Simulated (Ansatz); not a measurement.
## Ti: energy against strain

Ti (hcp, P6_3/mmc, 17.416 Å³/atom at rest, c along z) under an equal strain ε in the (0001) plane with the normal axis free, as in a coherent film. PBE in Ansatz, a plane-wave DFT program (PAW, default set), 420 eV, 23×23×13 Γ-centred mesh, Fermi-Dirac smearing 0.10 eV; ions are relaxed within the symmetry of each cell.

Here s stands for strain and y for E less E0.

```
strain (%)  E less E0 (meV/atom)
----------  --------------------
-1.50                       4.75
-1.00                       2.05
-0.50                       0.48
0.00                        0.00
0.50                        0.60
1.00                        2.25
1.50                        4.92
3.00                           ?
```

Taking a parabola for y over the 7 complete rows: Least squares gives y = 0.002 + 0.0736·s + 2.1481·s². Residuals (row less fit): 0.025, -0.026, -0.022, -0.002, 0.024, 0.026, -0.026; standard error 0.031 (degrees of freedom: 4). Twice the quadratic coefficient over the volume, 2 × 2.1481 meV × 10⁴ × 0.1602 / 17.416 Å³, is twice the biaxial elastic modulus of this plane = 395 ± 2 GPa.

Predict the withheld y at s = 3.00 from the fit, and compare with the calculation.

y = 0.002 + 0.0736 × 3.0 + 2.1481 × 3.0² = 19.556 meV/atom. The calculation gives 18.66 meV/atom, 0.896 meV/atom below the prediction (4.8 % of the range of y in the table). The row lies outside the fitted rows, so this is an extrapolation. From the scatter of the fitted rows alone, a prediction at this place has a standard error of 0.117 meV/atom, so the miss is 7.7 times that.

One order more, fitted to all 13 runs of the series, follows each within 0.02, so the miss is the next term of a smooth law. In a metal these values are sensitive to mesh and smearing; energies are taken to zero smearing, stresses follow the free energy. Rows are the converged runs of the series near zero and its far end; series whose fitted rows scatter by over a few per cent of the range, as at a crossing or softening among them, aren't shown in this form. Most that stay on the fit to the last digits aren't either.
